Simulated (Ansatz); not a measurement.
We consider SnC (model structure, started from the BN type, Pm-3n, No. 223, 12 atoms in the cell), described by PBE-D3(BJ) in Ansatz (plane waves, PAW).

Settings: plane-wave cutoff 520 eV, 6×6×6 k mesh, Fermi–Dirac smearing 0.01 eV, scalar-relativistic PAW data made under PBE.

Cell (relaxed at this level):

SnC has the cubic space group Pm-3n (No. 223), Pearson symbol cP12. Conventional cell: a = b = c = 6.2033 Å, α = β = γ = 90.00°. Sn on 6c has 4 C at 2.193 Å and 2 Sn at 3.102 Å. C on 6d is surrounded by 4 Sn at 2.193 Å. (Neighbours: up to the widest gap in distance over summed covalent radii, below 1.35, at either atom; cation-cation and far metal-metal contacts left out.)

Problem. Predict the band gap.

Solution. 
- band gap = 0.89 eV

Note: the relaxation could raise the start's symmetry but not lower it, so the cell can be a saddle point.

Spin–orbit coupling is not included.

Static lattice: no zero-point or thermal effects.

Computing time: roughly 40 core-seconds.

A model structure was made by putting elements into a prototype or built by hand; it is no filed structure, need not be a known phase, and can be a saddle point held by its symmetry.

Ansatz is a program for electronic structure.
